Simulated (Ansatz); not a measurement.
ZnS (F-43m): band-edge transport data

Data:

```
ZnS
1.0
    0.00000     2.64475     2.64475
    2.64475     0.00000     2.64475
    2.64475     2.64475     0.00000
Zn S
1 1
Direct
  0.00000   0.00000   0.00000
  0.25000   0.25000   0.25000
```

These are r2SCAN with spin-orbit coupling, rigid bands (plane waves, PAW; Ansatz, an electronic-structure program) values and carry that method's errors. Condition of this run: hydrostatic pressure 5 GPa (the target of the relaxation). Geometry: cell and atoms relaxed with r2SCAN, then loaded as said.

* **band gap**: 2.95 eV
* **electron conductivity mass (300 K, dilute)**: 0.21 mₑ
* **hole conductivity mass (300 K, dilute)**: 0.81 mₑ
* **effective density of states N_c (300 K)**: 2.5e18 cm⁻³
* **effective density of states N_v (300 K)**: 4.9e19 cm⁻³
* **density-of-states mass, electrons**: 0.21 mₑ
* **density-of-states mass, holes**: 1.57 mₑ
* **Seebeck coefficient, n-type 1e19 cm⁻³, 300 K**: -120 μV/K
* **Seebeck coefficient, p-type 1e19 cm⁻³, 300 K**: 381 μV/K
* **best p-type power factor at 300 K for τ = 10 fs (best axis; densities from 1e16 to 1e21 cm⁻³ tried, whether or not they can be reached)**: 16.8 μW/(cm·K²) at 3e20 cm⁻³

Rigid bands; masses and Seebeck coefficients take one relaxation time τ for all states and one kind of carrier; polarons and phonon drag are left out.
